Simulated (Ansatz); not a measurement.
Base system: CdS in the zinc blende structure (space group F-43m, No. 216; a = 5.878 Å).

Calculations: r2SCAN/PAW in Ansatz (a first-principles code), scalar-relativistic without spin-orbit coupling.

Base values:

Pressure: 0.01 GPa
Band gap: 1.54 eV
Electron mass: 0.15 mₑ (at Γ)

The change: an isotropic linear strain of +1.50 %; the atoms relax in the strained cell.

Q: Predict the new pressure.

A: The pressure decreases by 2.45 GPa (0.01 GPa → -2.44 GPa).

Q: Estimate the effect on the band gap.

A: The band gap decreases by 0.10 eV to 1.44 eV.

Q: Estimate the effect on the electron mass.

A: The electron mass remains 0.15 mₑ (at Γ).

Effective masses come from finite differences of ±0.01 Å⁻¹. No phonon test of stability was made.
